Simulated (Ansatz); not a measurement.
Electronic density of states of amorphous Si18B6O45, density 2.29 g/cm³, on a 2×2×2 Γ-centred mesh with a Gaussian width of 0.1 eV; energies count from the Fermi level, whose place inside the gap is arbitrary. Cell and mesh are small, so fine structure isn't converged. The numbers are results of PBE, scalar-relativistic without spin-orbit coupling (plane waves to 420 eV, PAW; Ansatz, an electronic-structure program), not measurements. Sampling: a 2×2×2 Γ-centred mesh; Fermi-Dirac width 0.02 eV; no spin polarisation.

The cell was made by melting and quenching with the CHGNet potential and then relaxed with DFT. O atoms were pushed apart under 1.9 Å during the dynamics, to hinder bonds among them. The hot cell started wider than the set density and was brought back towards it in steps. It is the lowest in DFT energy of 2 quenches. It is a model cell: composition and starting density were chosen by hand, and all elements were melted together. No dispersion term was used. Its density started from a set value of 2.29 and ended at 2.29 g/cm³. Cooling (nominally 180 K/ps over its main leg) ran many orders faster than in experiment, which tends to leave more defects and strain. Values belong to this one cell and scatter from quench to quench. The volume was held where the preparation left it, at a PBE pressure of 2.7 GPa. Stress components on the final sampling reach 4.1 GPa.

(E - EF (eV), states/(eV atom)): (-12.00, 0.02); (-11.90, 0.11); (-11.80, 0.13); (-11.70, 0.14); (-11.60, 0.24); (-11.50, 0.20); (-11.40, 0.13); (-11.30, 0.14); (-11.20, 0.17); (-11.10, 0.15); (-11.00, 0.20); (-10.90, 0.22); (-10.80, 0.20); (-10.70, 0.21); (-10.60, 0.21); (-10.50, 0.20); (-10.40, 0.22); (-10.30, 0.20); (-10.20, 0.18); (-10.10, 0.19); (-10.00, 0.23); (-9.90, 0.22); (-9.80, 0.22); (-9.70, 0.23); (-9.60, 0.25); (-9.50, 0.24); (-9.40, 0.18); (-9.30, 0.19); (-9.20, 0.21); (-9.10, 0.26); (-9.00, 0.28); (-8.90, 0.30); (-8.80, 0.33); (-8.70, 0.42); (-8.60, 0.48); (-8.50, 0.52); (-8.40, 0.50); (-8.30, 0.50); (-8.20, 0.52); (-8.10, 0.46); (-8.00, 0.44); (-7.90, 0.40); (-7.80, 0.41); (-7.70, 0.39); (-7.60, 0.30); (-7.50, 0.28); (-7.40, 0.22); (-7.30, 0.17); (-7.20, 0.34); (-7.10, 0.32); (-7.00, 0.17); (-6.90, 0.21); (-6.80, 0.31); (-6.70, 0.34); (-6.60, 0.24); (-6.50, 0.25); (-6.40, 0.30); (-6.30, 0.30); (-6.20, 0.28); (-6.10, 0.30); (-6.00, 0.40); (-5.90, 0.51); (-5.80, 0.57); (-5.70, 0.59); (-5.60, 0.61); (-5.50, 0.61); (-5.40, 0.60); (-5.30, 0.64); (-5.20, 0.67); (-5.10, 0.75); (-5.00, 0.80); (-4.90, 0.79); (-4.80, 0.76); (-4.70, 0.77); (-4.60, 0.77); (-4.50, 0.78); (-4.40, 0.86); (-4.30, 0.87); (-4.20, 0.87); (-4.10, 0.87); (-4.00, 0.88); (-3.90, 0.88); (-3.80, 0.84); (-3.70, 0.79); (-3.60, 0.82); (-3.50, 0.86); (-3.40, 0.79); (-3.30, 0.77); (-3.20, 0.70); (-3.10, 0.45); (-3.00, 0.38); (-2.90, 0.44); (-2.80, 0.37); (-2.70, 0.12); (-2.60, 0.01); (-2.50, 0.00); (-2.40, 0.00); (-2.30, 0.00); (-2.20, 0.00); (-2.10, 0.00); (-2.00, 0.00); (-1.90, 0.00); (-1.80, 0.00); (-1.70, 0.00); (-1.60, 0.00); (-1.50, 0.00); (-1.40, 0.00); (-1.30, 0.00); (-1.20, 0.00); (-1.10, 0.00); (-1.00, 0.00); (-0.90, 0.00); (-0.80, 0.00); (-0.70, 0.00); (-0.60, 0.00); (-0.50, 0.00); (-0.40, 0.00); (-0.30, 0.00); (-0.20, 0.00); (-0.10, 0.00); (0.00, 0.00); (0.10, 0.00); (0.20, 0.00); (0.30, 0.00); (0.40, 0.00); (0.50, 0.00); (0.60, 0.00); (0.70, 0.00); (0.80, 0.00); (0.90, 0.00); (1.00, 0.00); (1.10, 0.00); (1.20, 0.00); (1.30, 0.00); (1.40, 0.00); (1.50, 0.00); (1.60, 0.00); (1.70, 0.00); (1.80, 0.00); (1.90, 0.00); (2.00, 0.00); (2.10, 0.00); (2.20, 0.00); (2.30, 0.00); (2.40, 0.00); (2.50, 0.00); (2.60, 0.00); (2.70, 0.02); (2.80, 0.01); (2.90, 0.00); (3.00, 0.00); (3.10, 0.01); (3.20, 0.03); (3.30, 0.04); (3.40, 0.06); (3.50, 0.07); (3.60, 0.05); (3.70, 0.06); (3.80, 0.09); (3.90, 0.20); (4.00, 0.22); (4.10, 0.14); (4.20, 0.15); (4.30, 0.18); (4.40, 0.13); (4.50, 0.19); (4.60, 0.28); (4.70, 0.26); (4.80, 0.28); (4.90, 0.28); (5.00, 0.23); (5.10, 0.20); (5.20, 0.24); (5.30, 0.29); (5.40, 0.31); (5.50, 0.30); (5.60, 0.26); (5.70, 0.26); (5.80, 0.27); (5.90, 0.29); (6.00, 0.40); (6.10, 0.46); (6.20, 0.42); (6.30, 0.47); (6.40, 0.51)

The gap on this mesh is 5.50 eV; the broadening fills part of it in the curve.
